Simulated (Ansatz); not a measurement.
BAs under load (space group F-43m), Ansatz (an electronic-structure program) with r2SCAN with spin-orbit coupling, rigid bands. Condition of this run: hydrostatic pressure of 3.2 GPa (compression positive) (the target of the relaxation). Band gap 1.28 eV, N_c = 3.32e19 cm⁻³ and N_v = 1.03e19 cm⁻³ at 300 K, conductivity masses of 0.296 mₑ (electrons) and 0.324 mₑ (holes). Take k_BT = 0.02585 eV.

**Question.** What built-in voltage has an abrupt junction with N_A = 1e17 and N_D = 1e17 cm⁻³, all dopants ionised?

**Answer.** V_bi = E_g/e − (k_BT/e) ln(N_c N_v/(N_A N_D)) = 1.28 − 0.02585 × 10.44 = 1.01 V, for the computed gap.

**Question.** Find the intrinsic carrier density and the intrinsic Fermi level.

**Answer.** n_i = √(N_c N_v) exp(−E_g/2k_BT) = 1.85e19 × exp(−24.76) = 3.3e8 cm⁻³. The level lies (k_BT/2) ln(N_v/N_c) = -15 meV from mid-gap (positive towards the conduction band). Each 0.1 eV added to the gap lowers n_i by a factor of 6.9.

**Question.** What thermal injection velocity √(2k_BT/πm) limits a ballistic channel?

**Answer.** 9.89e6 cm/s for electrons and 9.45e6 cm/s for holes, a ratio of √(m_h/m_e) = 1.05, for dilute carriers.

Rigid bands with the computed gap; masses take one relaxation time for all states. Geometry: cell and atoms relaxed with PBEsol.
